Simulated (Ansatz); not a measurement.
Input and output of a self-consistent single point for Na₂H₄Pd (I4mm, 7 atoms in the cell) (Ansatz, an electronic-structure program).

Level of theory: LDA (PW92), default PAW files made with PBE (plane waves; Ansatz).

```
Na2H4Pd
1.0
   -2.65012     2.65012     3.25943
    2.65012    -2.65012     3.25943
    2.65012     2.65012    -3.25943
Na H Pd
2 4 1
Direct
  0.75000   0.25000   0.50000
  0.25000   0.75000   0.50000
  0.22018   0.22018   0.44036
  0.77982   0.77982   0.55964
  0.22018   0.77982   0.00000
  0.77982   0.22018   0.00000
  0.00767   0.00767   0.00000
```

Reference input (self-consistent single point, DFT, LDA (PW92), plane waves, default PAW files made with PBE): basis.ecutwfc = 420 eV; kpoints.mp_grid.grid = 7 7 7; hamiltonian.xc = lda; hamiltonian.pseudopotentials = {kind: paw} (the program's default PAW files); scf.occupations.method = fixed. This run's input differs from it in these lines:

Ansatz 0.2 input:
```diff
@@ -17,3 +17,4 @@
   mp_grid:
-    grid: [7, 7, 7]
+    grid: [4, 4, 4]
+    shift: [0.5, 0.5, 0.5]
 hamiltonian:
```

The program printed (abridged):

```
SCF iter   1: F=—  HF=-9842.172283 eV  |F-HF|=—  |Δ(HF+E_count)|=         —  Δρ=1.11e-2  dr2=7.33e-2  ethr=1.77e-3  ⟨swp⟩=4.6  Hψ=1062  notcnv=0  defer=49
all-band conjugate gradients solve this SCF's bands
preconditioner: auto → Resta (q_TF=auto, 2.377 Å⁻¹)
SCF iter   2: F=—  HF=-9842.147126 eV  |F-HF|=—  |Δ(HF+E_count)|=   2.52e-2  Δρ=4.92e-3  dr2=1.74e-2  ethr=1.83e-4  ⟨swp⟩=2.8  Hψ=605  notcnv=0  defer=55
   [... lines left out ...]
SCF iter   4: F=—  HF=-9842.140871 eV  |F-HF|=—  |Δ(HF+E_count)|=   4.03e-4  Δρ=5.90e-4  dr2=3.27e-4  ethr=5.90e-6  ⟨swp⟩=2.0  Hψ=375  notcnv=0  defer=55
SCF iter   5: F=—  HF=-9842.140837 eV  |F-HF|=—  |Δ(HF+E_count)|=   3.42e-5  Δρ=1.90e-4  dr2=3.00e-5  ethr=8.17e-7  ⟨swp⟩=2.0  Hψ=361  notcnv=0  defer=29
SCF iter   6: F=—  HF=-9842.140841 eV  |F-HF|=—  |Δ(HF+E_count)|=   4.11e-6  Δρ=3.35e-5  dr2=1.28e-6  ethr=7.49e-8  ⟨swp⟩=1.2  Hψ=275  notcnv=0  defer=24
SCF iter   7: F=-9842.140842 eV  HF=-9842.140842 eV  |F-HF|=1.39e-8  |Δ(HF+E_count)|=   2.75e-7  Δρ=5.31e-6  dr2=3.95e-8  ethr=2.50e-10  ⟨swp⟩=9.2  Hψ=1629  notcnv=0
SCF 1 converged in 7 iterations: F = -9842.140842 eV  dr2 = 3.95e-8
Free energy (F): -9842.140842 eV
Internal energy: -9842.140842 eV  (E = F + TS)
E sigma→0 (E₀):  -9842.140842 eV
Fermi energy:    2.247896 eV
--- Forces (eV/Å), atoms counted from 1 ---
  atom   1  Na     0.00000000    -0.00000000     0.02061307
  atom   2  Na    -0.00000000    -0.00000000     0.02061307
  atom   3  H     -0.12297271    -0.12297271     0.08462141
  atom   4  H      0.12297271     0.12297271     0.08462141
  atom   5  H      0.12297271    -0.12297271     0.08462141
  atom   6  H     -0.12297271     0.12297271     0.08462141
  atom   7  Pd    -0.00000000    -0.00000000    -0.37975304
--- Stress (GPa, compression-positive) ---
       -2.834748      -0.000000       0.000000
       -0.000000      -2.834748      -0.000000
        0.000000      -0.000000      -1.562670
  P = ⅓ Tr σ = -2.4107 GPa (-24.107 kbar)
  The stress holds the Pulay correction. Without it, at fixed plane waves, as pw.x and ABINIT print it: P = -2.4902 GPa
```

The run converged in 7 iterations. Against the reference run the free energy hardly moves (within 1 meV/atom), the pressure stays at -2.41 GPa, the largest force moves little (0.379 to 0.380 eV/Å) and the gap on the mesh goes from 2.240 to 2.510 eV.

The starting cell comes from a database of computed structures (which also holds hypothetical and non-ambient phases and stackings), without a prior relaxation at this level. Its lattice was rescaled by up to half a per cent. One atom was moved a little off its site on purpose. Ansatz's pressure includes its estimate of the finite-basis (Pulay) stress. Another mesh or the band path of this cell gives a smaller gap, so this value is not converged in the mesh.
